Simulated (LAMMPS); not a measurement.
Simulation of Si (diamond structure), 1000 atoms, at 200 K and 0 GPa, heated as the crystal.

Method: classical MD, pair style meam/spline, file Si_1.meam.spline, run in LAMMPS.

| angle (°) | probability per degree, Si-Si-Si |
|---|---|
| 97.50 | 0.0000 |
| 100.5 | 0.0006 |
| 103.5 | 0.0131 |
| 106.5 | 0.0819 |
| 109.5 | 0.1481 |
| 112.5 | 0.0773 |
| 115.5 | 0.0118 |
| 118.5 | 0.0006 |
| 121.5 | 0.0000 |

Read from the full data:
- state found: crystal; no diffusion seen in 30 ps
- most common Si-Si-Si angle: in the 3° bin centred on 109.5° (mean of all 109°)
